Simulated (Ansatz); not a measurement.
Consider a 12-atom supercell of Pt in the fcc (Cu type) structure (space group Fm-3m, No. 225; a = 3.940 Å) at its relaxed geometry.

Calculations: r2SCAN (Ansatz, a first-principles code; PAW; 500 eV plane waves; scalar-relativistic without spin-orbit coupling), earlier PAW set.

For the base:

The mean distance from the defect site to its nearest host atoms comes out as 2.79 Å and the pressure is -0.1 GPa.

Perturbation: one Pt atom is replaced by Sn, atoms relaxed at fixed cell, starting from a slightly rattled geometry.

Tabulated Pauling electronegativity and covalent radius: Pt 2.28, 1.36 Å; Sn 1.96, 1.39 Å.

Task: Predict the new largest displacement of a host atom from its site in the perfect cell, mean distance from the defect site to its nearest host atoms and pressure.

Result: The largest displacement of a host atom from its site in the perfect cell comes out as 0.02 Å; the mean distance from the defect site to its nearest host atoms is still 2.79 Å; the pressure increases by 5.74 GPa to 5.7 GPa.

In so small a cell the defect repeats every few ångströms: this is an ordered compound, not a dilute defect. All final runs are without spin polarisation. The defect cell is not spin-polarised.
